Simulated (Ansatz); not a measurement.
The reference is Al2Cu (space group I4/mcm, No. 140; a = 6.006 Å, c = 4.790 Å).

Structures relaxed with r2SCAN in Ansatz (plane waves to 500 eV, PAW, scalar-relativistic without spin-orbit coupling).

Base:

Simulated powder pattern, Cu Kα1, λ = 1.54056 Å (kinematic, ideal powder, no thermal factors, no anomalous dispersion; the 8 strongest lines at most, above 2 %, up to 2θ = 90°):

```tsv
2θ (°)	I/Imax (%)	hkl
20.90	100	(110)
29.73	33	(200)
38.39	50	(211)
42.54	34	(220)
43.34	75	(112)
47.85	74	(310)
48.59	62	(202)
78.41	24	(332)
```

After one change:

Simulated powder pattern, Cu Kα1, λ = 1.54056 Å (kinematic, ideal powder, no thermal factors, no anomalous dispersion; the 8 strongest lines at most, above 2 %, up to 2θ = 90°):

```
2θ (°)  I/Imax (%)
------  ----------
20.28          100
28.84           43
37.11           53
41.24           34
41.59           89
46.38           83
46.70           63
71.71           26
```

Task: Which of these changes matches the shifts?
A) Al → Sb
B) Cu → P
C) Cu → Zn

Result: C, Cu → Zn. Its volume per atom is 15.94 Å³ against 14.40 Å³, and its space group is I4/mcm (No. 140).

Stability against distortions was not tested. As relaxed here, Al2Zn, Al2P and CuSb2 are hypothetical phases, not in the database extracts checked. All final runs are without spin polarisation.

Ansatz is a quantum-chemistry and plane-wave program.
